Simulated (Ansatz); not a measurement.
MoS2: biaxial strain +0.60 %, plane normal [001], relaxed out of plane

Consider MoS₂ (space group P6_3/mmc, No. 194; a = 3.149 Å, c = 12.089 Å; layered, stacked along the Cartesian z axis). Axes: x lies along a and z along c of the hexagonal cell.

It is then changed as follows: biaxial strain +0.60 %, plane normal [001], relaxed out of plane (Cartesian); in-plane vectors clamped, the third vector and the atoms free.

Method: DFT with PBE-D3(BJ), PAW potentials and a 420 eV plane-wave cutoff in Ansatz (a quantum-chemistry and plane-wave program), without spin-orbit coupling. k-mesh 12×12×3 (Γ-centred); smearing 0.05 eV (Fermi–Dirac).

| quantity | base | changed | shift |
|---|---|---|---|
| volume per atom | 17.31 Å³ | 17.48 Å³ | +0.17 Å³ |
| space group | P6_3/mmc (No. 194) | P6_3/mmc (No. 194) | – |
| shortest interatomic distance | 2.400 Å | 2.404 Å | +0.004 Å |
| band gap | 0.77 eV | 0.76 eV | -0.018 eV |
| smallest direct gap | 1.70 eV | 1.63 eV | -0.07 eV |
| width of the top valence band | 1.69 eV | 1.71 eV | +0.015 eV |
| hole mass | 1.0 mₑ along c, 0.61 mₑ across (at Γ) | 1.1 mₑ out of plane, 0.57 mₑ in plane (at Γ) | – |
| valence-band top at Γ (three highest levels, from the VBM) | 0.00, -1.11, -1.29 eV | 0.00, -1.09, -1.25 eV | – |
| out-of-plane strain | – | -0.20 % | – |
| mean in-plane stress (compression positive) | – | -1.7 GPa | – |

Masses are band curvatures over ±0.01 Å⁻¹ around the edge. Stability against distortions was not tested.
